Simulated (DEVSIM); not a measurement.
Device: Si p+/n-/n+ power diode, at 300 K.

```
layer (left to right)  material  thickness (μm)  Nd (cm⁻³)  Na (cm⁻³)   τn (s)   τp (s)
---------------------  --------  --------------  ---------  ---------  -------  -------
1                            Si           0.950          -     1.1e18  0.00041  0.00041
2                            Si            7.90     4.4e15          -  0.00041  0.00041
3                            Si            1.60     1.1e18          -  0.00041  0.00041
```

Left contact: ohmic. Right contact: ohmic. Voltage is applied to the left contact. Recombination: SRH at mid-gap. Gap narrowing is on: ΔEg = 6.92 meV × (l + √(l² + 0.5)), l = ln(N/1.3e17 cm⁻³), shared equally by both band edges. Mobility is constant in doping. Where it depends on doping, it is μmin + (μ − μmin)/(1 + (N/Nref)^α).

This is a model device: material constants are rounded textbook-type values typed into the input, and sizes, dopings and lifetimes were drawn at random. Values at 300 K; Nc and Nv go as T^1.5, mobilities as T to minus their exponent, the gap by Varshni's rule with the affinity fixed. The table also holds parameters that only a changed run uses.

| parameter | Si |
|---|---|
| gap (eV) | 1.124 |
| affinity (eV) | 4.05 |
| permittivity | 11.7 |
| Nc (cm⁻³) | 2.86e19 |
| Nv (cm⁻³) | 3.1e19 |
| μn (cm²/Vs) | 1417 |
| μp (cm²/Vs) | 470 |
| μn,min | 52 |
| μp,min | 45 |
| Nref,n | 9.7e16 |
| Nref,p | 2.2e17 |
| αn | 0.68 |
| αp | 0.72 |
| T exponent of μn | 2.3 |
| T exponent of μp | 2.2 |
| Cn (cm⁶/s) | 2.8e-31 |
| Cp (cm⁶/s) | 9.9e-32 |
| Varshni α (eV/K) | 0.000473 |
| Varshni β (K) | 636 |

DEVSIM, 1D drift-diffusion, Boltzmann statistics, complete ionisation; no tunnelling, impact ionisation, image-force lowering or self-heating.

Base results: dark forward voltage at 1 A/cm² (V) 0.632; dark forward voltage at 100 A/cm² (V) 0.762; potential step across the device at zero bias (V) 0.923.

**Question.** What follows from this one change: doping Na of layer 1 1.1e+18 → 3.3e+18 cm^-3?

**Answer.** dark forward voltage at 1 A/cm² 0.632 → 0.643 V; dark forward voltage at 100 A/cm² 0.762 → 0.771 V; potential step across the device at zero bias 0.923 → 0.944 V.

**Question.** What follows from this one change: thickness of layer 1 0.95 → 0.19 μm?

**Answer.** dark forward voltage at 1 A/cm² 0.632 → 0.594 V; dark forward voltage at 100 A/cm² 0.762 → 0.735 V; potential step across the device at zero bias little changed (0.923 V).

**Question.** What follows from this one change: doping-dependent mobility in place of the constant one?

**Answer.** dark forward voltage at 1 A/cm² 0.632 → 0.672 V; dark forward voltage at 100 A/cm² 0.762 → 0.796 V; potential step across the device at zero bias little changed (0.923 V).
